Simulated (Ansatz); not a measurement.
Consider this model of amorphous Zr20O41Cu2.

```
CELL_PARAMETERS angstrom
      9.25836    -0.04890     0.10898
     -0.04890     9.28203    -0.13119
      0.10898    -0.13119     9.39832
ATOMIC_POSITIONS crystal
  Zr 0.13703 0.47374 0.38675
  Zr 0.02781 0.01068 0.90417
  Zr 0.24569 0.83012 0.19136
  Zr 0.30538 0.20853 0.08524
  Zr 0.19772 0.25952 0.72433
  Zr 0.47606 0.25922 0.40006
  Zr 0.73445 0.52135 0.53108
  Zr 0.63335 0.89279 0.37888
  Zr 0.56075 0.33336 0.77357
  Zr 0.36586 0.88692 0.83070
  Zr 0.09991 0.12776 0.34179
  Zr 0.66928 0.00449 0.98777
  Zr 0.88952 0.63058 0.18483
  Zr 0.50333 0.56981 0.22900
  Zr 0.78770 0.11056 0.61516
  Zr 0.98037 0.79178 0.49975
  Zr 0.08227 0.66515 0.79399
  Zr 0.72637 0.66278 0.87317
  Zr 0.92530 0.35178 0.94937
  Zr 0.39689 0.66130 0.57324
  O  0.16836 0.82793 0.95079
  O  0.36683 0.32099 0.88709
  O  0.78231 0.89888 0.56269
  O  0.03947 0.85808 0.70556
  O  0.13357 0.02830 0.13578
  O  0.84135 0.86819 0.93149
  O  0.35769 0.50188 0.39847
  O  0.72468 0.32543 0.61350
  O  0.63284 0.12843 0.79393
  O  0.72133 0.42974 0.89319
  O  0.84893 0.14429 0.99412
  O  0.68021 0.64023 0.10976
  O  0.96904 0.15114 0.73098
  O  0.15731 0.64105 0.55338
  O  0.88974 0.41164 0.15510
  O  0.42303 0.02903 0.00589
  O  0.94146 0.60732 0.96739
  O  0.13698 0.29114 0.50762
  O  0.57454 0.81981 0.88120
  O  0.10965 0.66542 0.23865
  O  0.57202 0.56100 0.69606
  O  0.64714 0.40284 0.35705
  O  0.36677 0.65991 0.08981
  O  0.92318 0.55934 0.41329
  O  0.42165 0.80029 0.31379
  O  0.84171 0.80319 0.31705
  O  0.12792 0.91657 0.39763
  O  0.86055 0.63613 0.68945
  O  0.07660 0.43693 0.78772
  O  0.11625 0.22738 0.95311
  O  0.23834 0.05433 0.77603
  O  0.31028 0.66312 0.77977
  O  0.89370 0.13376 0.41725
  O  0.59761 0.09544 0.46846
  O  0.43173 0.86162 0.61964
  O  0.45596 0.34828 0.17394
  O  0.59972 0.66445 0.43543
  O  0.15736 0.32237 0.22890
  O  0.65168 0.98575 0.19324
  O  0.33703 0.12414 0.30274
  O  0.40451 0.30276 0.61113
  Cu 0.83820 0.27443 0.29160
  Cu 0.34828 0.51336 0.95384
```

Methods: PBE, scalar-relativistic without spin-orbit coupling (Ansatz, an electronic-structure program); r2SCAN, scalar-relativistic without spin-orbit coupling (Ansatz); HSE06, scalar-relativistic without spin-orbit coupling (Ansatz). Neutral PBE cell, which sets geometry, pressure and energy: sampling: a 2×2×2 Γ-centred mesh; Fermi-Dirac width 0.02 eV; no spin polarisation. Exact exchange is cut at the faces of this 9 Å cell, which leaves hybrid gaps a finite-size error.

The cell was made by melting and quenching with the CHGNet potential and then relaxed with DFT. O atoms were pushed apart under 1.9 Å during the dynamics, to hinder bonds among them. The hot cell started wider than the set density and was brought back towards it in steps. It is the lowest in DFT energy of 2 quenches. It is a model cell: composition and starting density were chosen by hand, and all elements were melted together. No dispersion term was used. Its density started from a set value of 5.36 and ended at 5.36 g/cm³. Cooling (nominally 300 K/ps over its main leg) ran many orders faster than in experiment, which tends to leave more defects and strain. One small periodic cell is one sample of the glass; other quenches scatter about these values. The volume was held where the preparation left it and the shape relaxed.

Give the pressure, the energy against reference phases and the spacing of the highest filled and lowest empty levels.


The pressure on a 2×2×2 Γ-centred mesh comes out as -0.88 GPa. The largest force and stress component on that mesh (the relaxation ran on the zone centre alone) is 0.10 eV/Å and 1.0 GPa, the energy relative to monoclinic ZrO2 + cuprite (lowest mix at this level among the phases computed, not always the ambient ones) is 0.160 eV/atom and the level gap on a 2×2×2 Γ-centred mesh (PBE) comes out as 2.26 eV. The level gap at the zone centre (PBE) is 2.34 eV. The level gap at the zone centre (r2SCAN) is 2.55 eV, the level gap at the zone centre (HSE06) is 3.72 eV and the distance between the nearest levels spread over more than a fifth of the atoms or a third of the atoms of their main element (six at least) (PBE, zone centre) is 3.89 eV.

At PBE and the zone centre, how localised are the states just below and above the Fermi level (participation number: the atoms over which a state spreads)?

The highest filled state is spread over 3.6 atoms' worth, largest on Cu63, with weights by element (charge in smoothed Voronoi cells) Cu 0.67, O 0.28, Zr 0.05. The lowest empty state is spread over 21.3 atoms' worth, largest on Zr1, with weights by element (charge in smoothed Voronoi cells) Zr 0.64, O 0.35, Cu 0.01.

At PBE the levels at the filled edge of the gap are localised (band-tail or defect states), and the nearest spread-out levels lie 3.9 eV apart at the zone centre.

Neighbours within Zr-Zr 3.41 Å, Zr-O 2.62 Å, Zr-Cu 3.16 Å, O-O 1.58 Å, O-Cu 2.38 Å, Cu-Cu 2.90 Å count as bonded. Two cations that share two anions don't count as bonded, nor two that share one unless they lie closer than Zr-Zr 3.32 Å, Zr-Cu 3.07 Å, Cu-Cu 2.82 Å.

Added carriers, by PBE, scalar-relativistic without spin-orbit coupling (Ansatz) on the zone centre alone. Charged cells keep the cell fixed and stand in a uniform background, with no image correction, at a width of 0.01 eV; where the count is odd the moment is locked at 1 μB, unless the neutral cell bore moments. Each starts from the undistorted neutral geometry alone. PBE's self-interaction favours spread-out carriers, so it can miss traps that a hybrid finds.

What happens at PBE when the cell takes an extra electron and the atoms relax?

Relaxation lowers the charged cell by 0.12 eV. The largest moves are O43 0.10 Å, O45 0.09 Å, O27 0.09 Å, O40 0.09 Å. The level that holds the added charge spreads over 16.0 atoms' worth, most on Zr13 (weight 0.14): a carrier spread over the cell. No bond crosses its cut-off with a change of over 0.15 Å (metal-metal contacts aside). Made neutral again at that geometry, the cell lies +0.18 eV from the neutral start.

What happens at PBE when the cell takes a hole and the atoms relax?

Relaxation lowers the charged cell by 0.37 eV. The largest moves are Cu62 0.31 Å, O56 0.14 Å, O53 0.13 Å, Cu63 0.10 Å. The level that was emptied spreads over 4.6 atoms' worth, most on Cu62 (weight 0.37): a localised (trapped) carrier, which neighbours of that atom can share. No bond crosses its cut-off with a change of over 0.15 Å (metal-metal contacts aside). Made neutral again at that geometry, the cell lies +0.31 eV from the neutral start.
